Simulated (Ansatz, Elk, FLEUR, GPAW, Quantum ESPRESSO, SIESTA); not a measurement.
## MnPt3 (Pm-3m, 4 atoms in the cell) computed with different codes at matched settings

Self-consistent single point, at a second geometry (lattice scaled by 0.98). First geometry:

```
CELL_PARAMETERS angstrom
      3.95750     0.00000     0.00000
      0.00000     3.95750     0.00000
      0.00000     0.00000     3.95750
ATOMIC_POSITIONS crystal
  Mn 0.00000 0.00000 0.00000
  Pt 0.00000 0.50000 0.50000
  Pt 0.50000 0.00000 0.50000
  Pt 0.50000 0.50000 0.00000
```
Moments meant for the start (each program seeds them in its own way; μB, in the order of the atoms Mn Pt Pt Pt): 4.0 0.0 0.0 0.0.

Shared settings, as Ansatz (a program for electronic structure) writes them: kpoints.mp_grid.grid = 9 9 9; scf.occupations.method = fermi_dirac; scf.occupations.width = 0.1 eV. Potentials and cutoffs stand in the table.

```json
[
 {"code": "FLEUR", "model": "LDA (Vosko-Wilk-Nusair), all-electron FLAPW (FLEUR), scalar-relativistic valence", "ΔF from the first geometry (meV/atom)": "-73.1", "pressure (GPa)": "–", "size of the net moment (μB/atom)": "1.03", "cutoff": "Kmax 4.1 1/bohr"},
 {"code": "SIESTA", "model": "LDA PW92, numerical atomic orbitals TZP, PseudoDojo LDA standard norm-conserving potentials (rewritten from UPF to PSML)", "ΔF from the first geometry (meV/atom)": "-91.8", "pressure (GPa)": "-9.81", "size of the net moment (μB/atom)": "1.04", "cutoff": "grid 350 Ry"},
 {"code": "Ansatz", "model": "LDA (PW92), default PAW files made with PBE", "ΔF from the first geometry (meV/atom)": "-76.5", "pressure (GPa)": "-7.16", "size of the net moment (μB/atom)": "1.03", "cutoff": "default"},
 {"code": "Quantum ESPRESSO", "model": "LDA (PZ), GBRV 1.5 ultrasoft (LDA) pseudopotentials", "ΔF from the first geometry (meV/atom)": "-77.9", "pressure (GPa)": "-7.53", "size of the net moment (μB/atom)": "1.03", "cutoff": "50 Ry"},
 {"code": "GPAW", "model": "LDA (Perdew-Wang 92), GPAW PAW datasets LDA (gpaw-data 1.0.1)", "ΔF from the first geometry (meV/atom)": "-77.9", "pressure (GPa)": "-7.57", "size of the net moment (μB/atom)": "1.02", "cutoff": "850 eV"},
 {"code": "Elk", "model": "LDA (PW92), all-electron FP-LAPW, Elk's shipped species files, APW+lo basis with extra local orbitals", "ΔF from the first geometry (meV/atom)": "-87.9", "pressure (GPa)": "–", "size of the net moment (μB/atom)": "1.03", "cutoff": "rgkmax 8"}
]
```

A dash marks a value that a program does not give, or that is left out as unsure.

On Ansatz's run: spin-orbit coupling is off. With one magnetic atom in the cell only a parallel order is possible.

The spread over the programs that give each value: ΔF from the first geometry within 18.7 meV/atom; pressure within 2.65 GPa; size of the net moment within 0.02 μB/atom.

SIESTA uses small atom-centred bases, whose incompleteness enters pressures, forces and empty levels differently from a plane-wave cutoff. FLEUR and Elk treat all electrons, but the usual bases taken here (sphere radii, linearisation, local orbitals, empty states) were not tested for convergence, so the values are no reference for the others. Ansatz's pressure is given at a fixed set of plane waves, as the other plane-wave codes print theirs; with its correction for the finite basis it is -7.11 GPa. The same LDA comes in different parametrisations, which differ slightly. In the pressure, SIESTA (by 2.28) lies more than 1 GPa from the median of the plane-wave programs.

The starting cell comes from a database of computed structures (which also holds hypothetical and non-ambient phases and stackings), without a prior relaxation at this level. Its lattice was rescaled by a random factor within 2.5 % of one. For this run, on top of that: lattice scaled by 0.98.

Keys are those of Ansatz 0.2.
